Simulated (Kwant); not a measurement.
**In0.53Ga0.47As/InP stack with 2 barriers**

System: In0.53Ga0.47As/InP stack with 2 barriers. One parabolic valley. Leads of mass 0.041 mₑ with the band edge at 0; grid 0.1 nm; bias swept from 0.01 to 0.375 V, dropping linearly over the stack. Emitter Fermi level 0.013 eV, 150 K, equal in the collector.

```tsv
layer	thickness (nm)	band offset (eV)	mass (mₑ)
1	2.1	0.25	0.08
2	7.6	0	0.041
3	2.7	0.25	0.08
```

Constants are typed, rounded textbook-type inputs, not results; the design itself was drawn at random and stands for no fabricated device.

Kwant, one-band effective-mass tight-binding model in one dimension, coherent, no space charge, current by the Tsu-Esaki formula.

| bias (V) | J (A/cm²) |
|---|---|
| 0.01000 | 2350 |
| 0.02259 | 5760 |
| 0.03517 | 10100 |
| 0.04776 | 15900 |
| 0.06035 | 23400 |
| 0.07293 | 32000 |
| 0.08552 | 39900 |
| 0.09810 | 41100 |
| 0.1107 | 18100 |
| 0.1233 | 6020 |
| 0.1359 | 3820 |
| 0.1484 | 2980 |
| 0.1610 | 2570 |
| 0.1736 | 2370 |
| 0.1862 | 2290 |
| 0.1988 | 2290 |
| 0.2114 | 2350 |
| 0.2240 | 2490 |
| 0.2366 | 2680 |
| 0.2491 | 2960 |
| 0.2617 | 3330 |
| 0.2743 | 3810 |
| 0.2869 | 4440 |
| 0.2995 | 5250 |
| 0.3121 | 6300 |
| 0.3247 | 7660 |
| 0.3372 | 9410 |
| 0.3498 | 11700 |
| 0.3624 | 14600 |
| 0.3750 | 18200 |
